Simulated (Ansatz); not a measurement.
# CdGa₂Se₄ (space group I-4, No. 82)

CdGa2Se4 is taken in the tetragonal space group I-4 (No. 82), Pearson symbol tI14. Conventional cell: a = 5.7263 Å, b = 5.7263 Å, c = 10.7810 Å, α = 90.00°, β = 90.00°, γ = 90.00°. Se on 8g is surrounded by 2 Ga at 2.422–2.426 Å and 1 Cd at 2.633 Å (trigonal pyramidal). Ga1 on 2c is coordinated by 4 Se at 2.426 Å (tetrahedral). Ga2 on 2b sees 4 Se at 2.422 Å (tetrahedral). Cd on 2a is coordinated by 4 Se at 2.633 Å (tetrahedral). (Neighbours: up to the widest gap in distance over summed covalent radii, below 1.35, at either atom; cation-cation and far metal-metal contacts left out.)
(The calculation used a cell of 7 atoms; values per cell refer to that cell.)

Computed with Ansatz (a program for electronic structure), PBEsol, PAW, cutoff 420 eV, spin-orbit coupling left out. k-mesh 8×8×8 (Γ-centred); smearing 0.05 eV (Fermi–Dirac).

| Item | Value |
|---|---|
| Volume per atom | 25.25 Å³ |
| Density | 5.33 g/cm³ |
| Band gap | 1.37 eV, direct at Γ |
| Electron mass | 0.18 mₑ along c, 0.11 mₑ across |
| Lowest conduction-band minima above the VBM | Γ 1.37 eV; X (0, 0, 1/2) 2.09 eV; M (1/2, 1/2, 1/2) 2.43 eV |
| Total energy | -5338.776 eV/atom (σ→0; compares only within this code and set-up) |

Effective masses come from finite differences of ±0.01 Å⁻¹. Stability against distortions was not tested.
